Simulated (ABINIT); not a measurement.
A self-consistent single point of BiPbO2F (Cm, 5 atoms in the cell) with ABINIT.

Computed with PBEsol, norm-conserving pseudopotentials (PseudoDojo nc-sr-04 PBEsol standard) (plane waves; ABINIT).

The change in words: lattice scaled by 0.98. Reference geometry:
```xyz
5
Lattice="3.4623 -2.0043 0.0000 3.4623 2.0043 0.0000 -0.1111 0.0000 6.5107" Properties=species:S:1:pos:R:3 pbc="T T T"
Bi     4.8271     0.0000     1.9009
Pb     2.5351     0.0000     4.8504
O      2.5238     0.0000     2.4836
O      4.8319     0.0000     4.1171
F      0.2199     0.0000     0.6414
```

Reference input (self-consistent single point, DFT, PBEsol, plane waves, norm-conserving pseudopotentials (PseudoDojo nc-sr-04 PBEsol standard)): pseudos = [Bi.upf, Pb.upf, O.upf, F.upf]; ecut = 42 Ha; occopt = 3; tsmear = 0.00183747 Ha; ngkpt = 6 6 3; nshiftk = 1; shiftk = 0 0 0; potentials = PseudoDojo nc-sr-04 PBEsol standard; nband = 31; kptopt = 1; nstep = 60; tolvrs = 1e-11. This run's input differs from it in these lines:

```diff
@@ -5,5 +5,5 @@
 rprim
-         6.5427515181   -3.7875308284    0.0000000000
-         6.5427515181    3.7875308284   -0.0000000000
-        -0.2100090437   -0.0000000000   12.3033869673
+         6.4118974326   -3.7117792670   -0.0000000000
+         6.4118974326    3.7117792670    0.0000000000
+        -0.2058081825    0.0000000000   12.0573200594
 natom 5
```

Log, with long lists cut:

```
--- !BeginCycle
solver: {iscf: 7, nstep: 60, nline: 4, wfoptalg: 0, }
tolerances: {tolvrs: 1.00E-11, }
...

     iter   Etot(hartree)      deltaE(h)  residm     vres2
 ETOT  1  -208.23791964909    -2.082E+02 2.397E-01 1.530E+03
 ETOT  2  -208.52386024926    -2.859E-01 1.243E-02 2.918E+03
 ETOT  3  -208.98069332542    -4.568E-01 1.224E-02 3.066E+02
 ETOT  4  -209.01231754032    -3.162E-02 6.747E-03 3.678E+01
 ETOT  5  -209.01707595460    -4.758E-03 2.633E-03 3.334E+00
   [... 8 lines left out ...]
 ETOT 14  -209.01774019959    -6.935E-12 2.262E-06 1.196E-09
 ETOT 15  -209.01774019959    -4.889E-12 1.179E-06 1.460E-10
 ETOT 16  -209.01774019959     1.279E-12 7.230E-07 2.101E-11
 ETOT 17  -209.01774019959     7.361E-12 3.762E-07 6.486E-12
 At SCF step   17       vres2   =  6.49E-12 < tolvrs=  1.00E-11 =>converged.

 Cartesian components of stress tensor (hartree/bohr^3)
  sigma(1 1)= -5.97263301E-05  sigma(3 2)=  0.00000000E+00
  sigma(2 2)= -5.22729644E-05  sigma(3 1)=  4.87038854E-07
  sigma(3 3)= -5.48935839E-05  sigma(2 1)=  0.00000000E+00

 ----iterations are completed or convergence reached----

 reduced coordinates (array xred) for    5 atoms
       0.701790000000      0.701790000000      0.291960000000
       0.378060000000      0.378060000000      0.744990000000
       0.370590000000      0.370590000000      0.381470000000
       0.707940000000      0.707940000000      0.632360000000
       0.033340000000      0.033340000000      0.098520000000
 cartesian forces (eV/Angstrom) at end:
    1      0.02438450283425    -0.00000000000000    -0.43066860745075
   [... lines left out ...]
 Fermi (or HOMO) energy (hartree) =   0.18937   Average Vxc (hartree)=  -0.39125
   [... lines left out ...]
total_energy        : -2.09017740199586E+02
total_energy_eV     : -5.68766196212068E+03
band_energy         : -1.35498162626513E+01
...

-Cartesian components of stress tensor (GPa)         [Pressure=  1.6367E+00 GPa]
- sigma(1 1)= -1.75720900E+00  sigma(3 2)=  0.00000000E+00
- sigma(2 2)= -1.53792345E+00  sigma(3 1)=  1.43291754E-02
- sigma(3 3)= -1.61502472E+00  sigma(2 1)=  0.00000000E+00

 Calculation completed.
```

The run converged in 17 iterations. Against the reference run the free energy drops by 9.2 meV/atom, the pressure goes from -4.13 to 1.64 GPa, the largest force goes from 0.327 to 0.431 eV/Å and the gap on the mesh goes from 2.333 to 2.383 eV.

The starting cell comes from a database of computed structures (which also holds hypothetical and non-ambient phases and stackings), without a prior relaxation at this level. For this run, on top of that: lattice scaled by 0.98. Spin-orbit coupling is off.

Cost on one core of a shared machine: roughly 7 min.
